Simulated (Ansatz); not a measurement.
GaP under load (space group I-4m2), r2SCAN with spin-orbit coupling, rigid bands run with Ansatz (a program for electronic structure). Condition of this run: biaxial stress xx = yy = 1 GPa (compression positive) (the target of the relaxation). Band gap 1.75 eV, N_c = 2.60e19 cm⁻³ and N_v = 1.23e19 cm⁻³ at 300 K, conductivity masses along x (a = (0.00, 2.71, 2.74) Å; b = (2.71, 0.00, 2.74) Å; c = (2.71, 2.71, 0.00) Å) of 0.407 mₑ (electrons) and 0.427 mₑ (holes). Take k_BT = 0.02585 eV.

### Question
A film of it is 8 nm thick, with its normal along the direction named. Estimate the confinement energies in an infinite well.

### Answer
ħ²π²/(2m t²) = 0.376 eV·nm²/(m/mₑ × t²) gives 14.4 meV for electrons and 13.8 meV for holes, so the gap would widen to about 1.78 eV. Finite barriers and nonparabolic bands lower this, and with several valleys or bands the heaviest mass along the normal sets the lowest level, not this average.

### Question
Find the intrinsic carrier density and the intrinsic Fermi level.

### Answer
n_i = √(N_c N_v) exp(−E_g/2k_BT) = 1.79e19 × exp(−33.85) = 3.6e4 cm⁻³. The level lies (k_BT/2) ln(N_v/N_c) = -10 meV from mid-gap (positive towards the conduction band). Each 0.1 eV added to the gap lowers n_i by a factor of 6.9.

### Question
What thermal injection velocity √(2k_BT/πm) limits a ballistic channel along the direction named?

### Answer
8.43e6 cm/s for electrons and 8.23e6 cm/s for holes, a ratio of √(m_h/m_e) = 1.02, for dilute carriers.

Rigid bands with the computed gap; masses take one relaxation time for all states.
